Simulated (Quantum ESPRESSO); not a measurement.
**Pressure against volume in rock-salt MgO (space group 225) (Quantum ESPRESSO, PBE)**

```
MgO
1.0
    0.00000     2.06757     2.06757
    2.06757     0.00000     2.06757
    2.06757     2.06757     0.00000
Mg O
1 1
Direct
  0.00000   0.00000   0.00000
  0.50000   0.50000   0.50000
```

Method: PBE, GBRV 1.5 ultrasoft (PBE) pseudopotentials (plane waves; Quantum ESPRESSO 7.5). Settings: ecutwfc = 52 Ry; ecutrho = 260 Ry; occupations = smearing; smearing = fermi-dirac; degauss = 0.000734986 Ry; potentials = {Mg: mg_pbe_v1.4.uspp.F.UPF, O: o_pbe_v1.2.uspp.F.UPF}; K_POINTS = automatic 13 13 13 0 0 0; conv_thr = 1e-10 Ry; mixing_beta = 0.3. The cell above is the first row's. The rows scale it uniformly. In all rows fractional positions and the k mesh are held.

| V (Å^3/atom) | P (GPa) |
|---|---|
| 8.839 | ? |
| 9.031 | 10.76 |
| 9.223 | 6.87 |
| 9.415 | 3.36 |
| 9.607 | 0.19 |
| 9.799 | -2.67 |
| 9.991 | -5.26 |
| 10.184 | -7.60 |
| 10.376 | -9.72 |

Taking a cubic for P over the 8 complete rows: With u = V - 9.7, the rows have u = -0.6690, -0.4770, -0.2850, -0.0930, 0.0990, 0.2910, 0.4840, 0.6760. Least squares gives P = -1.234 - 14.9191·u + 4.0006·u² - 0.7400·u³. Residuals (row less fit): 0.001, -0.003, 0.000, 0.001, 0.002, -0.005, 0.002, 0.000; standard error 0.003 (degrees of freedom: 4). The fitted pressure is zero at V0 = 9.619, where dP/dV = -15.58, so B0 = -V0·dP/dV = 150 GPa.

Estimate the missing P (V = 8.839); what did the run itself give?

u = -0.8610, so P = -1.234 - 14.9191 × (-0.8610) + 4.0006 × (-0.8610)² - 0.7400 × (-0.8610)³ = 15.049 GPa. The calculation gives 15.07 GPa, 0.021 GPa above the prediction (0.1 % of the range of P in the table). The row lies outside the fitted rows, so this is an extrapolation. From the scatter of the fitted rows alone, a prediction at this place has a standard error of 0.009 GPa, so the miss is 2.3 times that.

Carrying the step between the two nearest rows on in a straight line would have given 14.65, off by 0.42; series whose last step already gives the withheld value aren't shown. The scan was laid around a cell of about the measured size, scaled by a guess for this functional. The runs keep the symmetry of the cell, so they don't test it for distortions. Cutoffs and mesh are single choices, not tested for convergence of this quantity. Series with a scatter that would blur these digits, or in which a gap closes, are not shown.
